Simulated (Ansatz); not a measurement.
The starting structures come from a database of crystals and need not be the phases stable at ambient conditions.

 Where the default PAW files enter, the runs use the earlier of Ansatz's two default sets.

The decay constant κ of evanescent states in the gap governs leakage through a thin film.

Data:

```
Cs2O
1.0
    4.19793     0.00000     0.00000
   -2.09897     3.63551     0.00000
    2.09896     1.21184     6.69800
Cs O
2 1
Direct
  0.48424   0.74212   0.77364
  0.51576   0.25788   0.22636
  0.00000   0.00000   0.00000
```

Space group of this cell: R-3m. The cell is taken as given; by PBEsol its mean pressure is -1.0 GPa.

Transport runs along the normal of the first two printed cell vectors, the (001) plane of the conventional cell.

No gap correction and no spin-orbit coupling; mid-gap values are interpolated between computed energies.

**Question.** Give the band gap and the smallest decay constant κ at mid-gap that PBEsol in Ansatz (a first-principles code) yields.

**Answer.** Gap 0.94 eV on a 10×10×10 mesh; κ = 0.207 1/Å, at the zone centre.
